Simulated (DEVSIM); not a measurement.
Device: abrupt GaAs p-n junction, at 300 K.

Layer 1 from the left is GaAs, thickness (μm) 0.350, Na (cm⁻³) 3.1e16, τn (s) 6.3e-10, τp (s) 6.3e-10. Layer 2 from the left is GaAs, thickness (μm) 17.0, Nd (cm⁻³) 5.1e15, τn (s) 6.3e-10, τp (s) 6.3e-10.

Left contact: ohmic. Right contact: ohmic. Voltage is applied to the left contact. Recombination: SRH at mid-gap. Mobility is μmin + (μ − μmin)/(1 + (N/Nref)^α).

Constants are typed, rounded textbook-type inputs, not results; the design itself was drawn at random and stands for no fabricated device. Values at 300 K.

GaAs: gap (eV) 1.424, affinity (eV) 4.07, permittivity 12.9, Nc (cm⁻³) 4.7e17, Nv (cm⁻³) 9e18, μn (cm²/Vs) 8500, μp (cm²/Vs) 400, μn,min 500, μp,min 20, Nref,n 6e16, Nref,p 1.5e17, αn 0.39, αp 0.38.

### Question
Estimate by hand the built-in potential, the peak field at zero bias, the capacitance at -3 V, and compare with a numerical solution.

### Answer

- Built-in potential: ni = √(Nc Nv) exp(−Eg/2kT) = 2250000 cm⁻³ with Eg = 1.424 eV; Vbi = kT/q ln(Na Nd/ni²) = 1.160 V; numerical 1.160 V.
- Peak field at zero bias: depletion approximation: W = √(2εVbi/(qN)) = 0.615 μm with N = 4.38e15 cm⁻³; field = 2Vbi/W = 37800 V/cm; numerical 36900 V/cm (estimate above by 2.3 %).
- Capacitance at -3 V: C = √(qεN / 2(Vbi + |V|)) = 9.81 nF/cm²; numerical 9.88 nF/cm² (estimate below by 0.62 %).

Model (solved in DEVSIM): 1D drift-diffusion, Boltzmann statistics, complete ionisation; no tunnelling, impact ionisation, image-force lowering or self-heating.
